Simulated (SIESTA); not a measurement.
A working SIESTA input for Ba2Zn7F18 (P1, 27 atoms in the cell) (DFT, GGA PBEsol, numerical atomic orbitals DZP, PseudoDojo PBEsol standard norm-conserving potentials (rewritten from UPF to PSML)):

```
# files in the folder: Ba.psml Zn.psml F.psml (PseudoDojo PBEsol standard)
SystemName  Ba2Zn7F18
SystemLabel ba2zn7f18

NumberOfAtoms                27
NumberOfSpecies              3
%block ChemicalSpeciesLabel
  1 56 Ba
  2 30 Zn
  3 9 F
%endblock ChemicalSpeciesLabel
LatticeConstant              1.0 Ang
%block LatticeVectors
     7.028750000    0.000000000    0.000000000
    -3.236058000    6.550111000    0.000000000
    -0.386479000   -0.806325000    7.450063000
%endblock LatticeVectors
AtomicCoordinatesFormat      Fractional
%block AtomicCoordinatesAndAtomicSpecies
     0.302274000    0.670639000    0.634713000  1
     0.684812000    0.307355000    0.368858000  1
    -0.011290000   -0.008137000    0.497714000  2
     0.210268000    0.883919000    0.175025000  2
     0.808497000    0.130494000    0.825210000  2
     0.820003000    0.628473000    0.800791000  2
     0.173820000    0.380906000    0.185802000  2
     0.610951000    0.733175000    0.119852000  2
     0.389087000    0.256991000    0.877327000  2
     0.478933000    0.559337000    0.332894000  3
     0.522746000    0.432531000    0.679259000  3
     0.114874000    0.773250000    0.919986000  3
     0.890163000    0.228295000    0.078996000  3
     0.728370000    0.999820000    0.557225000  3
     0.280042000    0.013173000    0.441194000  3
     0.918378000    0.711649000    0.575384000  3
     0.080008000    0.282981000    0.431505000  3
     0.905529000    0.873192000    0.235362000  3
     0.095948000    0.130354000    0.766939000  3
     0.695201000    0.820463000    0.875287000  3
     0.301116000    0.181024000    0.120788000  3
     0.109350000    0.611161000    0.280543000  3
     0.899974000    0.400372000    0.718948000  3
     0.499568000    0.925817000    0.182741000  3
     0.502921000    0.067660000    0.808688000  3
     0.669206000    0.491240000    0.030765000  3
     0.319250000    0.513865000    0.978205000  3
%endblock AtomicCoordinatesAndAtomicSpecies

XC.functional                GGA
XC.authors                   PBEsol
PAO.BasisSize                DZP
PAO.EnergyShift              0.01 Ry
MeshCutoff                   300 Ry
%block kgrid.MonkhorstPack
    3   0   0  0.0
    0   3   0  0.0
    0   0   3  0.0
%endblock kgrid.MonkhorstPack
OccupationFunction           FD
ElectronicTemperature        10 K

MaxSCFIterations             150
SCF.Mixer.Method             Pulay
SCF.Mixer.Weight             0.2
SCF.Mixer.History            6
SCF.DM.Tolerance             1.0E-05
Diag.ParallelOverK           true
WriteForces                  true
```

The run converged in 14 iterations: free energy E − TS -53350.5543 eV; top of the valence band (on the code's own zero) -6.30 eV; gap on the k-point mesh 4.36 eV; pressure -4.77 GPa; largest force (vector length) 1.352 eV/Å. Each of these slips is then made, one at a time:

(1)
```diff
-SystemName  Ba2Zn7F18
+SystemName  Ba2Zn8F18
-NumberOfAtoms                27
+NumberOfAtoms                28
+     0.173820000    0.380906000    0.185802000  2
```

(2)
```diff
-PAO.BasisSize                DZP
+PAO.BasisSize                SZ
```

Q: What happens in each case?

A: 
(1) One atom entered twice. The program stopped with an error.

(2) A minimal basis. The run converged in 12 iterations without an error; against the sound input the pressure goes from -4.77 to -9.34 GPa, the largest force goes from 1.352 to 1.729 eV/Å and the gap on the mesh goes from 4.357 to 2.724 eV.

The starting cell comes from a database of computed structures (which also holds hypothetical and non-ambient phases and stackings), without a prior relaxation at this level. Its atoms were displaced at random from the sites of space group no. 2. Values carry the incompleteness of an atom-centred basis. The basis of the alkali or alkaline-earth atoms may lack their empty d shell, which can raise the gap. In the base run, with a pressure of about -5 GPa the cell is away from its equilibrium volume at this level. In the base run, forces exceed 1 eV/Å.

Left out of this page: 3 runs of the series outside the window shown, repeating another row's setting, or not comparable; 1 run of the series stopped by limits of time or memory.
